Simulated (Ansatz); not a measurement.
1T (CdI2-type) MnI2, treated with r²SCAN+rVV10 (PAW; Ansatz, a quantum-chemistry and plane-wave program).

Numerical settings: plane-wave cutoff 560 eV, 12×12×6 k mesh (along the axes of the cell as run), Fermi–Dirac smearing 0.01 eV, spin-polarised with parallel moments, scalar-relativistic PAW data made under PBE.

Cell (relaxed at this level):

```cif
data_I2Mn
_chemical_formula_sum 'Mn1 I2'
_space_group_name_H-M_alt 'P 1'
_space_group_IT_number 1
_cell_length_a 4.11971
_cell_length_b 4.11971
_cell_length_c 6.83056
_cell_angle_alpha 90.000
_cell_angle_beta 90.000
_cell_angle_gamma 120.000
loop_
_space_group_symop_operation_xyz
  'x, y, z'
loop_
_atom_site_label
_atom_site_type_symbol
_atom_site_fract_x
_atom_site_fract_y
_atom_site_fract_z
_atom_site_occupancy
Mn1 Mn 0.00000 0.00000 0.00000 1
I1 I 0.33333 0.66667 0.24292 1
I2 I 0.66667 0.33333 0.75708 1
```
Starting moments (μB, in the order of the record's atoms Mn I I): 4.0 0.0 0.0.

Problem. Give the computed smallest direct gap on the k points sampled, direct gap at Γ, pressure derivative B′ of the bulk modulus and band gap.

Solution. 
smallest direct gap on the k points sampled: 2.15 eV
direct gap at Γ: 2.52 eV
pressure derivative B′ of the bulk modulus: 10.1
band gap: 1.99 eV

Note: the magnetic order was assumed, not searched for or taken from measurement; the bulk modulus comes from volumes at which shape and atoms were relaxed.

Spin–orbit coupling is not included; with these elements it can move the gap by several tenths of an eV or more.

Static lattice: no zero-point or thermal effects.
